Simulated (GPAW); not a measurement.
GPAW run on TiPd (P1, 2 atoms in the cell): self-consistent single point.

Method of the run: PBEsol, GPAW PAW datasets PBEsol (made by gpaw-setup) (plane waves; GPAW).

```xyz
2
Lattice="3.1758 0.0000 0.0000 0.0000 3.1758 0.0000 0.0000 0.0000 3.1758" Properties=species:S:1:pos:R:3 pbc="T T T"
Ti     1.6224     1.6003     1.5979
Pd    -0.0345    -0.0124    -0.0100
```

Reference input (self-consistent single point, DFT LDA (Perdew-Wang 92), plane waves, GPAW PAW datasets LDA (gpaw-data 1.0.1)): mode = pw; ecut = 800 eV; xc = LDA; kpts = 9 9 9; mesh shift (steps) = 0 0 0; occupations.name = methfessel-paxton; occupations.width = 0.05 eV; occupations.order = 0; nbands = -10; convergence.forces = 0.001 eV/Å; symmetry.symmorphic = false; symmetry.tolerance = 0.0005. This run's input differs from it in these lines:

```diff
@@ -13,3 +13,3 @@
 calc = GPAW(mode=PW(800),
-            xc='LDA',
+            xc='PBEsol',
             kpts=(9, 9, 9),
```

Its files differ too (potentials: GPAW PAW datasets PBEsol (made by gpaw-setup)).

The program printed (abridged):

```
     iter     time        total  log10-change:
                         energy   eigst   dens  force
iter:   1 --:--:--   -18.312360
iter:   2 --:--:--   -14.361622   -1.16  -0.92
iter:   3 --:--:--   -13.658100   -1.71  -1.23
iter:   4 --:--:--   -13.118331   -0.87  -1.32
iter:   5 --:--:--   -12.863095   -1.88  -1.71
iter:   6 --:--:--   -13.647796   -1.38  -1.94
iter:   7 --:--:--   -12.760459   -2.02  -1.45
iter:   8 --:--:--   -12.726983   -2.24  -2.10
iter:   9 --:--:--   -12.734871   -3.45  -2.50
iter:  10 --:--:--   -12.728930c  -3.84  -2.40
iter:  11 --:--:--   -12.721697c  -3.42  -2.52
iter:  12 --:--:--   -12.721165c  -4.47  -3.22
iter:  13 --:--:--   -12.721085c  -5.25  -3.43
iter:  14 --:--:--   -12.721088c  -6.02  -3.55
iter:  15 --:--:--   -12.721095c  -5.20  -3.57
iter:  16 --:--:--   -12.721096c  -6.31  -4.00
iter:  17 --:--:--   -12.721095c  -6.72  -4.06c
iter:  18 --:--:--   -12.721097c  -6.65  -4.15c
iter:  19 --:--:--   -12.721096c  -7.47c -4.43c
iter:  20 --:--:--   -12.721096c  -7.87c -4.70c -2.29
iter:  21 --:--:--   -12.721096c  -8.49c -4.96c -3.32c
Converged after 21 iterations.

Dipole moment: (0.691635, 0.248357, 0.200622) |e|*Ang

Energy contributions relative to reference atoms: (reference = -160358.347833)

Kinetic:         -4.200248
Potential:       -2.324827
External:        +0.000000
XC:              -6.144042
Entropy (-ST):   -0.005720
Local:           -0.049118
SIC:             +0.000000
--------------------------
Free energy:    -12.723956
Extrapolated:   -12.721096

Showing only first 2 kpts
 Kpt  Band  Eigenvalues  Occupancy
  0    12      6.51084    2.00000
  0    13      9.94635    0.00000
  0    14      9.97261    0.00000
  0    15     11.65167    0.00000

  1    12      6.54932    2.00000
  1    13      9.81863    0.00000
  1    14     10.01184    0.00000
  1    15     11.37713    0.00000

Fermi level: 9.56130

No gap
No difference between direct/indirect transitions
Energy (eV): -12.721096

Forces in eV/Ang:
  0 Ti   -0.19902   -0.07353   -0.05952
  1 Pd    0.19514    0.07214    0.05840

Stress tensor:
     0.038160    -0.000223    -0.000178
    -0.000223     0.036713    -0.000037
    -0.000178    -0.000037     0.036651
Stress (GPa, Voigt): [ 6.1139e+00  5.8820e+00  5.8721e+00 -5.9000e-03 -2.8600e-02 -3.5700e-02]
```

The run converged in 21 iterations. GPAW prints stress with tension positive. Against the reference run the pressure goes from -10.72 to -5.96 GPa and the largest force goes from 0.173 to 0.220 eV/Å.

The starting cell comes from a database of computed structures (which also holds hypothetical and non-ambient phases and stackings), without a prior relaxation at this level. Its atoms were displaced at random from the sites of space group no. 221. Spin polarisation is off. With a pressure of about -6 GPa the cell is away from its equilibrium volume at this level.

Cost on one core of a shared machine: roughly 6 min.
